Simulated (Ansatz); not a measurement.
What biaxial strain +0.83 %, plane normal [111], relaxed out of plane does to CdS

Consider CdS in the zinc blende structure (space group F-43m, No. 216; a = 5.8242 Å). Axes: x, y, z lie along the cube axes.

It is then changed as follows: biaxial strain +0.83 %, plane normal [111], relaxed out of plane (Cartesian); in-plane vectors clamped, the third vector and the atoms free.

Computed with Ansatz (an electronic-structure program), PBEsol, PAW, cutoff 420 eV, without spin-orbit coupling. Γ-centred 10×10×10 mesh, Fermi–Dirac width 0.05 eV.

- Volume per atom = 24.92 Å³ (base 24.70 Å³)
- Energy relative to the base (free energy F) = +1.1 meV/atom
- Pressure (mean of the normal stresses, compression positive) = -0.55 GPa (base 0.00 GPa)
- Band gap = 0.95 eV (base 1.01 eV)
- Gap character = direct at Γ (base direct at Γ)
- Electron mass = 0.11 mₑ (at Γ) (base 0.11 mₑ (at Γ))
- Hole mass = 0.10 mₑ out of plane, 1.8 mₑ in plane (at Γ)
- Valence-band top at Γ (three highest levels, from the VBM) = 0.00, -0.06, -0.06 eV (base 0.00, 0.00, 0.00 eV)
- Out-of-plane strain = -0.75 %
- Ratio −ε⊥/ε∥ = 0.90
- Mean in-plane stress (compression positive) = -0.8 GPa

Final structure (turned so that z lies along the plane normal):

```xyz
2
Lattice="4.1525 0.0000 0.0000 2.0763 3.5962 0.0000 2.0763 -1.1987 3.3375" Properties=species:S:1:pos:R:3 pbc="T T T"
Cd     0.0000     0.0000    -0.0116
S      4.1525     0.0000     2.5148
```

Cost of the whole job for the changed cell (relaxation, final SCF and bands): around 50 core-seconds (rough).

Masses are band curvatures over ±0.01 Å⁻¹ around the edge. Stability against distortions was not tested. Labels are those of the standard path for the cell's own space group.
